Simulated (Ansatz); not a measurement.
System: interstitial H in chalcopyrite CuGaSe2 (charge state +1). The step: several atoms move together, H the farthest; the atom moves 1.95 Å along (-0.26, -0.04, 0.11) of the unit cell; the moving atom starts with neighbours Cu at 1.82; Se at 1.55 Å and ends with Cu at 1.82; Se at 1.55 Å. DFT values are from Ansatz (plane-wave PAW, 420 eV unless said) in a cell of 64 host sites, spin-restricted, static, with no finite-size correction. The charge state is imposed; whether it is stable for some Fermi level was not computed. Sites that were not tried may lie lower. For the PBE band: the saddle point's order was not checked.

| Level | Forward barrier (eV) | Cost of the band or of the saddle's single point |
|---|---|---|
| PBE, one k-point at (0.250, 0.250, 0.250), band relaxed | 0.45 | about 2.8 core-hours (a rough figure) |
| PBE, a 2×2×2 k-point mesh shifted by half a step, same geometries | 0.41 | very roughly 26 core-minutes |
| r2SCAN at 500 eV, one k-point at (0.250, 0.250, 0.250), same geometries | … | very roughly 11 core-minutes |

Problem. What belongs in the gaps?

Solution. 
- r2SCAN at 500 eV, one k-point at (0.250, 0.250, 0.250), same geometries, Forward barrier (eV): 0.53

Ansatz is a first-principles code.
